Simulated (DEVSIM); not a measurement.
Structure: abrupt In0.53Ga0.47As p-n junction, at 250 K.

Layer 1 from the left is In0.53Ga0.47As, thickness (μm) 1.30, Na (cm⁻³) 3.7e15, τn (s) 9.4e-9, τp (s) 9.4e-9. Layer 2 from the left is In0.53Ga0.47As, thickness (μm) 83.0, Nd (cm⁻³) 4.1e16, τn (s) 9.4e-9, τp (s) 9.4e-9.

Left contact: ohmic. Right contact: ohmic. Voltage is applied to the left contact. Recombination: SRH at mid-gap, radiative. Mobility is μmin + (μ − μmin)/(1 + (N/Nref)^α).

This is a model device: material constants are rounded textbook-type values typed into the input, and sizes, dopings and lifetimes were drawn at random. Values at 300 K; Nc and Nv go as T^1.5, mobilities as T to minus their exponent, the gap by Varshni's rule with the affinity fixed.

In0.53Ga0.47As: gap (eV) 0.74, affinity (eV) 4.51, permittivity 13.9, Nc (cm⁻³) 2.1e17, Nv (cm⁻³) 7.7e18, μn (cm²/Vs) 12000, μp (cm²/Vs) 300, μn,min 300, μp,min 10, Nref,n 1.3e17, Nref,p 4.9e17, αn 0.48, αp 0.4, T exponent of μn 1.6, T exponent of μp 1.6, B (cm³/s) 9.6e-11, Varshni α (eV/K) 0.00035, Varshni β (K) 190.

DEVSIM, 1D drift-diffusion, Boltzmann statistics, complete ionisation; no tunnelling, impact ionisation, image-force lowering or self-heating.

Dark forward current:

| |V| (V) | |J| (A/cm²) |
|---|---|
| 0.05 | 3.143e-6 |
| 0.10 | 1.836e-5 |
| 0.15 | 0.0001200 |
| 0.20 | 0.0009599 |
| 0.25 | 0.008684 |
| 0.30 | 0.08279 |
| 0.35 | 0.8005 |
| 0.40 | 7.484 |
| 0.45 | 54.64 |
| 0.50 | 209.7 |
| 0.55 | 461.0 |
| 0.60 | 762.9 |
| 0.65 | 1092 |
| 0.70 | 1437 |
| 0.75 | 1792 |
| 0.80 | 2155 |

Question: Work out the local ideality factor n = ΔV / (kT/q · ln(J2/J1)) between the rows 0.10 and 0.15 V, 0.30 and 0.35 V, 0.75 and 0.80 V.

Answer: kT/q = 21.54 mV. From 0.10 to 0.15 V: ln(0.0001200/1.836e-5) = 1.877, n = 1.24. From 0.30 to 0.35 V: ln(0.8005/0.08279) = 2.269, n = 1.02, near the 1 of diffusion or emission over a barrier. From 0.75 to 0.80 V: ln(2155/1792) = 0.184, n = 12.58.

Question: Estimate the current at 0.30 V from the Shockley equation with J0 = Σ q ni² D/(N L) coth(W/L), τ joining the SRH, radiative and Auger lifetimes that are on, and W taken as the whole layer.

Answer: ni² = 5.72e20 cm⁻⁶; electrons in the p layer: μ = 13700 cm²/Vs, D = 294 cm²/s, τ = 9.37e-9 s, L = 16.6 μm, W/L = 0.078, term 5.62e-8 A/cm²; holes in the n layer: μ = 297 cm²/Vs, D = 6.39 cm²/s, τ = 9.06e-9 s, L = 2.41 μm, W/L = 34, term 5.93e-11 A/cm². J0 = 5.62e-8 A/cm², and J = J0 exp(qV/kT) = 0.0629 A/cm². The simulation gives 0.0828 A/cm²; the estimate lies 24 % below. The estimate leaves out recombination in the depletion region and that region's share of W.
